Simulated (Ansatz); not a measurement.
Results of LDA (plane waves, PAW; Ansatz, an electronic-structure program) for MgSnO₃ (model structure, started from the cubic perovskite type, Pm-3m, No. 221, 5 atoms in the cell).

Settings: plane-wave cutoff 520 eV, 8×8×8 k mesh, Fermi–Dirac smearing 0.01 eV, scalar-relativistic PAW data made under PBE.

Cell (relaxed at this level):

```cif
data_MgO3Sn
_chemical_formula_sum 'Mg1 Sn1 O3'
_space_group_name_H-M_alt 'P 1'
_space_group_IT_number 1
_cell_length_a 3.95270
_cell_length_b 3.95270
_cell_length_c 3.95270
_cell_angle_alpha 90.000
_cell_angle_beta 90.000
_cell_angle_gamma 90.000
loop_
_space_group_symop_operation_xyz
  'x, y, z'
loop_
_atom_site_label
_atom_site_type_symbol
_atom_site_fract_x
_atom_site_fract_y
_atom_site_fract_z
_atom_site_occupancy
Mg1 Mg 0.00000 0.00000 0.00000 1
Sn1 Sn 0.50000 0.50000 0.50000 1
O1 O 0.00000 0.50000 0.50000 1
O2 O 0.50000 0.50000 0.00000 1
O3 O 0.50000 0.00000 0.50000 1
```

### Question
What does this level give for the band gap and smallest direct gap on the k points sampled?

### Answer

* **band gap**: 1.05 eV
* **smallest direct gap on the k points sampled**: 2.21 eV

Note: the relaxation could raise the start's symmetry but not lower it, so the cell can be a saddle point.

Spin–orbit coupling is not included.

Computed values are for the static lattice.

Cost on a shared machine: about 6 core-seconds (a rough figure).

A model structure was made by putting elements into a prototype or built by hand; it is no filed structure, need not be a known phase, and can be a saddle point held by its symmetry.
